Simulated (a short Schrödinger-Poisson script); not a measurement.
**Symmetric double-gate stack, Si3N4 on p-type Si(100)**

System: symmetric double-gate stack, Si3N4 on p-type Si(100), at 300 K.

| layer | material | thickness (nm) | Na (cm⁻³) |
|---|---|---|---|
| 1 | Si3N4 | 2.5 | - |
| 2 | Si | 10 | 2e16 |
| 3 | Si3N4 | 2.5 | - |

Constants are typed, rounded textbook-type inputs, not results; the design itself was drawn at random and stands for no fabricated device. Si3N4: permittivity 7.5, conduction-band edge (eV) 1.95, gap (eV) 5.1, electron mass (mₑ) 0.5. Si: permittivity 11.7, conduction-band edge (eV) 0, gap (eV) 1.124, Nv at 300 K (cm⁻³) 3.1e19.

Channel valleys (confinement mass, in-plane density-of-states mass, number): Δ2 0.916, 0.19, 2; Δ4 0.19, 0.417, 4. At the gates, both at one voltage, the conduction-band edge of layer 1 lies 2.09 eV − eVg above the Fermi level of the channel. Gaps are held at their typed values at every temperature. Mesh 0.03 nm at interfaces.

Solved with a short Schrödinger-Poisson script written for these runs: 1D Poisson equation in equilibrium, electrons quantum, Hartree (BenDaniel-Duke, 12 states a valley, the channel's in-plane mass for all, wave functions ending at the dielectric), parabolic valleys, classical holes, full ionisation, no traps, pinning or gate leakage.

```
Vg (V)  electrons (cm⁻²)  C (μF/cm²)  Δ2 E0 (meV)  Δ2 E1 (meV)  Δ4 E0 (meV)  Δ4 E1 (meV)
------  ----------------  ----------  -----------  -----------  -----------  -----------
-0.15             2.11e8     < 0.003        295.1        307.3        310.7        370.0
-0.05             9.93e9      0.0615        195.6        207.8        211.2        270.5
0.05             2.80e11        1.14        109.4        120.5        125.1        183.2
0.15             1.45e12        2.44         67.1         74.0         83.8        137.5
0.25             3.16e12        2.99         45.4         48.8         65.7        114.4
0.35             5.13e12        3.30         29.6         31.0         55.6        100.0
0.45             7.27e12        3.52         16.4         17.1         49.1         90.0
0.55             9.51e12        3.67          5.0          5.4         44.5         82.6
0.65             1.18e13        3.78         -5.0         -4.8         41.0         76.7
0.75             1.42e13        3.87        -14.1        -14.0         38.1         71.8
0.85             1.67e13        3.94        -22.5        -22.5         35.7         67.6
```

Subbands count from the Fermi level. The capacitance is that of both gates.
